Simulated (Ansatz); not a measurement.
We consider L1₀ (CuAu-type) FePt, described by PBE-D3(BJ) in Ansatz (plane waves, PAW).

Run with plane-wave cutoff 520 eV, 20×20×16 k mesh (along the axes of the cell as run), Fermi–Dirac smearing 0.05 eV, spin-polarised with parallel moments, scalar-relativistic PAW data made under PBE.

Shape and atoms are relaxed at each volume.

Pressure at four volumes; x = ln(V/13.600 Å³). One pressure is withheld.

```json
[
 {"V (Å³/atom)": "13.056", "x": "-0.0408", "P (GPa)": "?"},
 {"V (Å³/atom)": "13.328", "x": "-0.0202", "P (GPa)": "4.71"},
 {"V (Å³/atom)": "13.600", "x": "0.0000", "P (GPa)": "0.00"},
 {"V (Å³/atom)": "14.144", "x": "0.0392", "P (GPa)": "-7.84"}
]
```

**Question.** Pass a parabola P(x) through the three rows shown, estimate the bulk modulus and its pressure derivative near zero pressure, and predict the withheld pressure.

**Answer.** Slopes between the rows: (0.00 − (4.71))/(0.0000 − (-0.0202)) = -233.17 and (-7.84 − (0.00))/(0.0392 − (0.0000)) = -200.00 GPa. Their difference over the span 0.0594 is c = 33.17/0.0594 = 558.4 GPa, so P(x) = 4.71 + (-233.17)(x − (-0.0202)) + 558.4 (x − (-0.0202))(x − (0.0000)). At the middle row B = −dP/dx = −[-233.17 + 558.4 × 0.0202] = 221.9 GPa, and B′ = dB/dP = 2c/B = 5.0. At x = -0.0408 the parabola gives 9.98 GPa; the run gives 10.03 GPa. The Birch–Murnaghan fit to the energies at all volumes has B0 = 221 GPa and B′ = 5.2.

Measured, for comparison: bulk modulus 208 GPa (room temperature, not corrected to a static lattice; as tabulated in First-principles calculations on Fe-Pt nanoclusters of various morphologies). Computed (rounded) less measured: bulk modulus +6 %. A static lattice is as a rule a little smaller and stiffer than an uncorrected measurement, which narrows the difference in the bulk modulus and would widen misses of the other sign.

Note: the bulk modulus comes from volumes at which shape and atoms were relaxed.

Spin–orbit coupling is not included.

Ansatz is a first-principles code.
